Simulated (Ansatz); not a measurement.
We consider ScRhN2 (model structure, started from the PtCoO2 type, R-3m, No. 166, 4 atoms in the cell), described by LDA (plane waves, PAW; Ansatz, an electronic-structure program).

Settings: plane-wave cutoff 520 eV, 20×20×20 k mesh, Fermi–Dirac smearing 0.05 eV, no spin polarisation, scalar-relativistic PAW data made under PBE.

Cell (relaxed at this level):

```
RhScN2
1.0
    1.58627     0.91583     5.80999
   -1.58627     0.91583     5.80999
    0.00000    -1.83166     5.80999
Sc Rh N
1 1 2
Cartesian
  0.00000   0.00000   8.71499
  0.00000   0.00000   0.00000
  0.00000   0.00000  15.61890
  0.00000   0.00000   1.81108
```

Question: Give the computed bulk modulus B0.

Answer: 
bulk modulus B0: 138 GPa

Note: the run has no spin polarisation, so it can have missed a magnetic state; the bulk modulus is −V dP/dV from two relaxed cells at ±2 % in volume; the relaxation could raise the start's symmetry but not lower it, so the cell can be a saddle point.

Computed values are for the static lattice.

A model structure was made by putting elements into a prototype or built by hand; it is no filed structure, need not be a known phase, and can be a saddle point held by its symmetry.
